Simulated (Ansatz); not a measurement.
# ScBi in the zinc blende structure (space group F-43m, No. 216; a hypothetical phase, not in the database extracts checked)

ScBi is modelled in the cubic space group F-43m (No. 216), the zinc blende structure, Pearson symbol cF8. Lattice parameters: a = b = c = 6.739 Å, α = β = γ = 90.00°. Bi on 4c is surrounded by 4 Sc at 2.918 Å (tetrahedral). Sc on 4a is coordinated by 4 Bi at 2.918 Å (tetrahedral). (Neighbours: up to the widest gap in distance over summed covalent radii, below 1.35, at either atom.)
(The calculation used a cell of 2 atoms; values per cell refer to that cell.)

The values are results of plane-wave PAW DFT at the PBE level (Ansatz, a quantum-chemistry and plane-wave program, 420 eV), no spin-orbit coupling, not measurements. Γ-centred 12×12×12 mesh, Fermi–Dirac width 0.05 eV.

| Quantity | Result |
|---|---|
| Volume per atom | 38.26 Å³ |
| Density | 5.51 g/cm³ |
| Band gap | 1.35 eV, direct at X |
| Lowest conduction-band minima above the VBM | X along ⟨100⟩ 1.35 eV; a point along ⟨110⟩, about 0.5 Å⁻¹ from Γ 1.97 eV; a point along ⟨111⟩, about 0.4 Å⁻¹ from Γ 2.09 eV |
| Total energy | -7266.406 eV/atom (σ→0; compares only within this code and set-up) |

With Bi present, leaving out spin-orbit coupling can change the band edges. Whether these cells are dynamically stable was not tested. All final runs are without spin polarisation.
